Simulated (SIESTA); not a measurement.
SIESTA run on TiC (Fm-3m, 2 atoms in the cell): self-consistent single point

Method of the run: SIESTA 5.4.2 with GGA PBE, numerical atomic orbitals DZP, PseudoDojo PBE standard norm-conserving potentials (rewritten from UPF to PSML).

Input:

```
# files in the folder: Ti.psml C.psml (PseudoDojo PBE standard)
SystemName  TiC
SystemLabel siesta

NumberOfAtoms                2
NumberOfSpecies              2
%block ChemicalSpeciesLabel
  1 22 Ti
  2 6 C
%endblock ChemicalSpeciesLabel
LatticeConstant              3.080143 Ang
%block LatticeVectors
     0.000000000    0.707106780    0.707106780
     0.707106780    0.000000000    0.707106780
     0.707106780    0.707106780    0.000000000
%endblock LatticeVectors
AtomicCoordinatesFormat      Fractional
%block AtomicCoordinatesAndAtomicSpecies
     0.000000000    0.000000000    0.000000000  1
     0.500000000    0.500000000    0.500000000  2
%endblock AtomicCoordinatesAndAtomicSpecies

XC.functional                GGA
XC.authors                   PBE
PAO.BasisSize                DZP
PAO.EnergyShift              0.01 Ry
MeshCutoff                   400 Ry
%block kgrid.MonkhorstPack
   13   0   0  0.0
    0  13   0  0.0
    0   0  13  0.0
%endblock kgrid.MonkhorstPack
OccupationFunction           MP
OccupationMPOrder            0
ElectronicTemperature        2320.9 K

MaxSCFIterations             150
SCF.Mixer.Method             Broyden
SCF.Mixer.Weight             0.2
SCF.Mixer.History            8
SCF.DM.Tolerance             1.0E-05
Diag.ParallelOverK           true
WriteForces                  true
```

Output, abridged:

```
reinit: Reading from file input.fdf

reinit: System Name: TiC
reinit: System Label: siesta

coor:   Atomic-coordinates input format  =     Fractional

siesta: Atomic coordinates (Bohr) and species
siesta:      0.00000   0.00000   0.00000  1        1
siesta:      4.11580   4.11580   4.11580  2        2

siesta: System type = bulk

initatomlists: Number of atoms, orbitals, and projectors:      2    32    26

siesta: ******************** Simulation parameters ****************************
redata: Spin configuration                          = none
redata: Time-Reversal Symmetry                      = T
redata: Number of Atomic Species                    =        2
redata: Mesh Cutoff                                 =   400.0000 Ry
redata: Net charge of the system                    =     0.0000 |e|
redata: Min. number of SCF Iter                     =        0
redata: Max. number of SCF Iter                     =      150
redata: SCF convergence failure will abort job
redata: SCF mix quantity                            = Hamiltonian
redata: Mix DM or H after convergence               =   F
redata: Recompute H after scf cycle                 =   F
redata: Mix DM in first SCF step                    =   T
redata: No kicks to SCF
redata: DM Mixing Weight for Kicks                  =     0.5000
redata: Require Harris convergence for SCF          =   F
redata: Harris energy tolerance for SCF             =     0.000100 eV
redata: Require DM convergence for SCF              =   T
redata: DM tolerance for SCF                        =     0.000010
redata: Require EDM convergence for SCF             =   F
redata: EDM tolerance for SCF                       =     0.001000 eV
redata: Require H convergence for SCF               =   T
redata: Hamiltonian tolerance for SCF               =     0.001000 eV
redata: Require (free) Energy convergence for SCF   =   F
redata: (free) Energy tolerance for SCF             =     0.000100 eV
redata: Using DFT-D3 dispersion                     =   F
redata: Using Saved Data (generic)                  =   F
redata: Method of Calculation                       = Diagonalization
redata: Electronic Temperature                      =  2320.9000 K
redata: Number of TDED substeps                     =        3
redata: Dynamics option                             = Single-point calculation
redata: Save all siesta data in one NC              =   F
redata: ***********************************************************************

%block SCF.Mixers
  Broyden
%endblock SCF.Mixers

%block SCF.Mixer.Broyden
  # Mixing method
  method broyden

  # Mixing options
  weight 0.2000
  weight.linear 0.2000
  weight.prime 0.2000
  history 8
%endblock SCF.Mixer.Broyden

DM_history_depth set to one: no extrapolation allowed by default for geometry relaxation
Size of DM history Fstack: 1
Total number of electrons:    16.000000
Total ionic charge:    16.000000

* ProcessorY, Blocksize:    1  33

* Orbital distribution balance (max,min):    32    32

 Kpoints in:         1183 . Kpoints trimmed:         1099

siesta: k-grid: Number of k-points = 1099
siesta: k-points from Monkhorst-Pack grid
siesta: k-cutoff (effective) =    20.021 Ang
siesta: k-point supercell and displacements
siesta: k-grid:    13     0     0      0.000
siesta: k-grid:     0    13     0      0.000
siesta: k-grid:     0     0    13      0.000

diag: Algorithm                                     = D&C
diag: Parallel over k                               =   F
diag: Use parallel 2D distribution                  =   F
diag: Parallel block-size                           = 33
diag: Parallel distribution                         =     1 x     1
diag: Used triangular part                          = Lower
diag: Absolute tolerance                            =  0.100E-15
diag: Orthogonalization factor                      =  0.100E-05
diag: Memory factor                                 =  1.0000

superc: Internal auxiliary supercell:     7 x     7 x     7  =     343
superc: Number of atoms, orbitals, and projectors:    686  10976   8918

                        Single-point calculation

superc: Internal auxiliary supercell:     7 x     7 x     7  =     343
superc: Number of atoms, orbitals, and projectors:    686  10976   8918

outcell: Unit cell vectors (Ang):
        0.000000    2.177990    2.177990
        2.177990    0.000000    2.177990
        2.177990    2.177990    0.000000

outcell: Cell vector modules (Ang)   :    3.080143    3.080143    3.080143
outcell: Cell angles (23,13,12) (deg):     60.0000     60.0000     60.0000
outcell: Cell volume (Ang**3)        :     20.6632
new_DM -- step:     1
Initializing Density Matrix...

Attempting to read DM from file... Failed...
DM filled with atomic data:

InitMesh: MESH = 32 x 32 x 32 = 32768
InitMesh: Mesh cutoff (required, used) =   400.000   447.457 Ry

stepf: Methfessel-Paxton step function
       Using Hermite-Gauss polynomials of order  0

        iscf     Eharris(eV)        E_KS(eV)     FreeEng(eV)     dDmax    Ef(eV) dHmax(eV)
   scf:    1    -1743.895382    -1771.212678    -1771.214469  1.755592 -6.583960 12.526111
   scf:    2    -1783.571567    -1779.384976    -1779.390063  0.305213 -6.330273  3.617680
   scf:    3    -1779.806184    -1779.838347    -1779.844518  0.145418 -6.412886  0.730869
   scf:    4    -1779.787303    -1779.843046    -1779.848826  0.030177 -6.525871  0.839030
   scf:    5    -1779.869733    -1779.868403    -1779.874397  0.042234 -6.598332  0.087804
   scf:    6    -1779.868687    -1779.868553    -1779.874540  0.000666 -6.598484  0.071851
   [... 9 lines left out ...]
   scf:   16    -1779.868772    -1779.868772    -1779.874739  0.000025 -6.591421  0.000379
   scf:   17    -1779.868772    -1779.868772    -1779.874739  0.000019 -6.591406  0.000305
   scf:   18    -1779.868773    -1779.868772    -1779.874739  0.000015 -6.591394  0.000246
   scf:   19    -1779.868773    -1779.868773    -1779.874739  0.000012 -6.591384  0.000199
   scf:   20    -1779.868773    -1779.868773    -1779.874739  0.000009 -6.591375  0.000161

SCF Convergence by DM+H criterion
max |DM_out - DM_in|         :     0.0000093324
max |H_out - H_in|      (eV) :     0.0001607735
SCF cycle converged after 20 iterations

Using DM_out to compute the final energy and forces

siesta: E_KS(eV) =            -1779.8688

siesta: E_KS - E_eggbox =     -1779.8688

siesta: Atomic forces (eV/Ang):
     1   -0.000000   -0.000000   -0.000000
     2    0.000000    0.000000    0.000000
   Tot   -0.000000   -0.000000   -0.000000
   Max    0.000000
   Res    0.000000    sqrt( Sum f_i^2 / 3N )
   Max    0.000000    constrained

Stress tensor Voigt[x,y,z,yz,xz,xy] (kbar):       54.00       54.00       54.00       -0.02       -0.02       -0.02
(Free)E + p*V (eV/cell)    -1780.5711
Target enthalpy (eV/cell)    -1779.8747

siesta: Program's energy decomposition (eV):
siesta: Ebs     =      -452.709423
siesta: Eions   =      2691.061779
siesta: Ena     =       428.552626
siesta: Ekin    =       742.871408
siesta: Enl     =        13.721185
siesta: Eso     =         0.000000
siesta: Edftu   =         0.000000
siesta: DEna    =        20.734541
siesta: DUscf   =         0.980504
siesta: DUext   =         0.000000
siesta: Ex      =      -273.827379
siesta: Ec      =       -21.839878
siesta: Exc     =      -295.667256
siesta: Eharris =     -1779.868773
siesta: Etot    =     -1779.868773
siesta: FreeEng =     -1779.874739

siesta: Stress tensor (static) (eV/Ang**3):
siesta:     0.033702   -0.000015   -0.000015
siesta:    -0.000015    0.033702   -0.000015
siesta:    -0.000015   -0.000015    0.033702

siesta: Cell volume =         20.663203 Ang**3

siesta: Pressure (static):
siesta:                Solid            Molecule  Units
siesta:          -0.00036706         -0.00036706  Ry/Bohr**3
siesta:          -0.03370167         -0.03370167  eV/Ang**3
siesta:         -53.99602841        -53.99602842  kBar
```

The run converged in 20 iterations.

The starting cell has typed, rounded lattice constants, without a prior relaxation at this level. Its lattice was rescaled by a random factor within 2.5 % of one. Spin polarisation is off. Values carry the incompleteness of an atom-centred basis. With a pressure of about -5 GPa the cell is away from its equilibrium volume at this level.

Cost on one core of a shared machine: roughly 60 s.
